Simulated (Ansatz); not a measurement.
The parent structure is BeSe in the zinc blende structure (space group F-43m, No. 216; a = 5.082 Å). Axes: x, y, z lie along the cube axes.

Level of theory: LDA (Ansatz, a first-principles code), no spin-orbit coupling.

Base values:

The valence-band top at Γ comes out as 0.00, 0.00, 0.00 eV and the valley order is X along ⟨100⟩ 2.40 eV.

Now apply this change: uniaxial strain ε_zz = +1.50 %, all other strain components held at zero; the atoms relax in the strained cell.

Q: What does the calculation give for the valence-band top at Γ, energy relative to the base and valley order after the change?

A: The valence-band top at Γ (three highest levels, from the VBM) goes from 0.00, 0.00, 0.00 eV to 0.00, 0.00, -0.08 eV; the energy goes up by 1.6 meV/atom; the valley order (the lowest conduction-band minima on the path, energy above the VBM, named in the base's zone) goes from X along ⟨100⟩ 2.40 eV to X along [010] 2.37 eV; X along [001] 2.48 eV.

The levels and masses belong to the bands next to the band gap. No phonon test of stability was made.
